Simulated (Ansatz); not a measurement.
# WSe2: response to strain

The reference is WSe2 (space group P6_3/mmc, No. 194; a = 3.279 Å, c = 12.786 Å; layered, stacked along the Cartesian z axis). Axes: x lies along a and z along c of the hexagonal cell.

Strains are applied to the cell and any free atomic positions relax.

The values are results of PBE-D3(BJ) (Ansatz, an electronic-structure program; PAW; 420 eV plane waves; no SOC), not measurements.

Notes on the quantities. energy relative to the base: free energy F.

```csv
change,energy relative to the base,volume per atom,hole mass,smallest direct gap
base,0 meV/atom,19.84 Å³,"1.3 mₑ along c, 0.70 mₑ across (at Γ)",1.57 eV
uniaxial strain ε_zz = −3.00 %,+4.6 meV/atom,19.25 Å³,"1.9 mₑ along z, 0.54 mₑ across (at Γ)",1.52 eV
uniaxial strain ε_zz = −2.40 %,+2.8 meV/atom,19.37 Å³,"1.7 mₑ along z, 0.57 mₑ across (at Γ)",1.53 eV
uniaxial strain ε_zz = −1.80 %,+1.5 meV/atom,19.49 Å³,"1.6 mₑ along z, 0.60 mₑ across (at Γ)",1.54 eV
uniaxial strain ε_zz = −1.20 %,+0.6 meV/atom,19.61 Å³,"1.5 mₑ along z, 0.63 mₑ across (at Γ)",1.55 eV
uniaxial strain ε_zz = −0.60 %,+0.2 meV/atom,19.72 Å³,"1.4 mₑ along z, 0.67 mₑ across (at Γ)",1.56 eV
```

Spin-orbit coupling, missing from the scalar runs, can matter with W. Effective masses come from finite differences of ±0.01 Å⁻¹. Whether these cells are dynamically stable was not tested.
